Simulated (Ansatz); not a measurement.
Candidates (primitive cells; geometry: cell and atoms relaxed with PBEsol):
A. GaP (F-43m), a = b = c = 3.8456 Å, α = β = γ = 60.00°
B. ZnS (F-43m), a = 3.7875 Å, b = 3.7875 Å, c = 3.7875 Å, α = 60.00°, β = 60.00°, γ = 60.00°
C. AlP (F-43m), a = 3.8683 Å, b = 3.8683 Å, c = 3.8683 Å, α = 60.00°, β = 60.00°, γ = 60.00°

Task: Put the candidates in order of hole conductivity mass, highest first, for HSE06, rigid bands (Ansatz, a quantum-chemistry and plane-wave program).

Result: B (0.73 mₑ), C (0.58 mₑ), A (0.41 mₑ)

Masses are for dilute carriers at 300 K, harmonic means over directions unless an axis is named. Spin-orbit coupling is left out.
